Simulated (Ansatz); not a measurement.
Consider WC (space group P-6m2, No. 187; a = 2.884 Å, c = 2.812 Å; relaxed with 0.1 eV smearing). Axes: x lies along a and z along c of the hexagonal cell.

Calculations: LDA (Ansatz, an electronic-structure program), no spin-orbit coupling.

Strains are applied to the cell and any free atomic positions relax; under biaxial strain the out-of-plane vector relaxes too.

One change was made to it. Results:

```json
[
 {"quantity": "pressure (mean of the normal stresses, compression positive)", "base": "0.0 GPa", "after": "10.0 GPa"},
 {"quantity": "shortest interatomic distance", "base": "2.179 Å", "after": "2.166 Å"}
]
```

**Question.** Which of these changes matches the shifts?
A) biaxial strain −1.00 %, plane normal [001], relaxed out of plane
B) biaxial strain −2.50 %, plane normal [001], relaxed out of plane
C) biaxial strain +0.50 %, plane normal [001], relaxed out of plane
D) biaxial strain −1.50 %, plane normal [001], relaxed out of plane

**Answer.** D, biaxial strain −1.50 %, plane normal [001], relaxed out of plane. For comparison, the pressure in the other runs: biaxial strain −1.00 %, plane normal [001], relaxed out of plane gives 6.5 GPa; biaxial strain +0.50 %, plane normal [001], relaxed out of plane gives -3.0 GPa; biaxial strain −2.50 %, plane normal [001], relaxed out of plane gives 17.3 GPa.

Stability against distortions was not tested. All final runs are without spin polarisation.
